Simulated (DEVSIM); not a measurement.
System: Co/Al2O3/p-Si capacitor, at 300 K.

Layer 1 from the left is Al2O3, thickness (nm) 3.10. Layer 2 from the left is Si, thickness (nm) 3700, Na (cm⁻³) 2.4e16.

Metal gate on the left, work function 5 eV. Fixed charge at the semiconductor interface 1.9e11 cm⁻² (in units of +e); no interface traps.

The device is made up for the run: typed textbook-type constants, with dimensions and the other settings drawn at random. Values at 300 K.

Al2O3: gap (eV) 6.8, affinity (eV) 1.35, permittivity 9. Si: gap (eV) 1.124, affinity (eV) 4.05, permittivity 11.7, Nc (cm⁻³) 2.86e19, Nv (cm⁻³) 3.1e19.

Problem. Estimate by hand the flat-band voltage, the threshold voltage, and compare with a numerical solution.

Solution. 
- Flat-band voltage: C = 2.57 μF/cm², work-function difference 0.011 V; VFB = φms − qNf/C = 0.00 V; numerical 0.00 V.
- Threshold voltage: φF = 0.378 V, depletion charge √(4εqNφF) = 7.76e-8 C/cm²; VT = VFB + 2φF + Qd/C = 0.79 V; numerical 0.79 V.

DEVSIM, 1D Poisson equation in equilibrium, Boltzmann statistics, complete ionisation; no quantum confinement or tunnelling. Metal contacts follow the ideal Schottky-Mott rule: no Fermi-level pinning, no interface dipoles.
